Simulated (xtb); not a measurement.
xtb 6.7.1, GFN1-xTB: Ni(SH)(hfac) (FC(F)(F)C1=CC(=[O]->[Ni]([SH])[O]1)C(F)(F)F), charge 0, multiplicity 3, 17 atoms. The geometry is a generated start, not checked to be a minimum at this level.

| Item | Value |
|---|---|
| run flags | --grad |
| method | GFN1-xTB |
| --acc | 1 (default) |
| --etemp (K) | 300 (default) |
| basis functions | 76 |
| valence electrons | 92 |

```xyz
17

Ni     0.9529     2.2410     0.0265
S      0.7983     4.2960    -0.2582
H      2.0454     4.0611     0.2928
F     -0.2426    -0.6377     3.4416
C      0.3007    -1.2519     2.3884
F     -0.3641    -2.3940     2.2074
F      1.5564    -1.5759     2.7170
C      0.2898    -0.3312     1.1431
C     -0.2895    -0.8324    -0.0252
C     -0.3382    -0.0532    -1.1877
C     -1.0610    -0.7257    -2.3839
F     -1.1059     0.0609    -3.4519
F     -0.4464    -1.8618    -2.7387
F     -2.3196    -1.0511    -2.0633
O      0.1205     1.0890    -1.3837
O      0.8268     0.7849     1.3105
H     -0.7236    -1.8183    -0.0349
```

Charge 0 and multiplicity 3 are set for this test and not shown to be the ground state. GFN-xTB has no spin term: --uhf 2 sets the occupations alone.

One run each on 1 thread. Values of broydamp tried: 0.02, 0.05, 0.1, 0.2, 0.4 (default), 0.6, 0.8, 1.

Predict the course of the SCC iterations along this series.

Fewest SCC iterations: 0.2 with 15. The count rises to 40 at 0.02. All converge to one solution.

```
broydamp       SCC iterations            end
-------------  --------------  -------------
0.02                       40  same solution
0.05                       25  same solution
0.1                        17  same solution
0.2                        15  same solution
0.4 (default)              18  same solution
0.6                        17  same solution
0.8                        21  same solution
1                          26  same solution
```
